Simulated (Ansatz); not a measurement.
# Computed paths: interstitial O in rock-salt CaO, charge state -2

Consider interstitial O in rock-salt CaO, charge state -2. Computed with PBE, PAW (plane waves to 420 eV; Ansatz, a quantum-chemistry and plane-wave program).

64-site cell at the relaxed PBE lattice, the Γ point alone, smearing 0.01 eV, spin-restricted, no finite-size correction. Static, classical nuclei. The charge state is imposed; whether it is stable for some Fermi level was not computed. Sites that were not tried may lie lower.

Barriers: single points on a 2×2×2 k-point mesh shifted by half a step at the bands' geometries (they differ from the bands' own by up to 0.08 eV, and are uncertain by about as much).

```json
[
 {"Route": "several atoms move together, O the farthest", "Start site over the lowest site run (eV)": "0.00", "Hop (Å)": "2.42", "Forward barrier (eV)": "1.24", "Backward barrier (eV)": "1.24", "Neighbours at the start": "4 Ca at 2.08; 4 O at 2.55 Å", "Neighbours at the saddle": "2 Ca at 2.02, Ca at 2.63; 2 O at 2.44 Å", "Saddle order": "not checked, on a symmetry element", "Forward, on the band's own sampling (eV)": "1.16"}
]
```

Paths come from CI-NEB runs.  A band can be held on a symmetry element, so unchecked saddle points there may be too high.

The whole set of runs took roughly 0.4 core-hours.
